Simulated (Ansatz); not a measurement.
Base system: GaP in the zinc blende structure (space group F-43m, No. 216; a = 5.4514 Å).

The other end (x = 1) is InP in the zinc blende structure (space group F-43m, No. 216): 25.76 Å³/atom, gap 1.03 eV.

All numbers come from Kohn–Sham DFT with the r2SCAN functional, run in Ansatz (a quantum-chemistry and plane-wave program) with PAW and 500 eV plane waves, scalar-relativistic without spin-orbit coupling.

In replaces a fraction x of Ga; each row is one arrangement (x, atoms in the cell, starting space group or random), fully relaxed.

One change was made to it. Results:

```csv
quantity,base,after
mixing energy,–,+29 meV/atom
mean first-shell distances,–,"Ga–P 2.391 Å (end compound 2.361 Å), In–P 2.532 Å (end compound 2.558 Å)"
"valence-band top at Γ (three highest levels, from the VBM)","0.00, 0.00, 0.00 eV","0.00, 0.00, -0.19 eV"
"gap character (in this cell's own zone, which can be folded)",–,direct at Γ
```

**Question.** What was done to the base?
(A) x(In) = 0.333, 6 atoms, I-4m2
(B) x(In) = 0.25, 8 atoms, Cm
(C) x(In) = 0.75, 8 atoms, Pmm2
(D) x(In) = 0.5, 4 atoms, P-4m2

**Answer.** D, x(In) = 0.5, 4 atoms, P-4m2. For comparison, the mixing energy in the other runs: x(In) = 0.25, 8 atoms, Cm gives +22 meV/atom; x(In) = 0.333, 6 atoms, I-4m2 gives +25 meV/atom; x(In) = 0.75, 8 atoms, Pmm2 gives +17 meV/atom.

These are small ordered cells, not random alloys; other orderings at the same x differ. No phonon test of stability was made. Labels are those of the standard path for the cell's own space group.
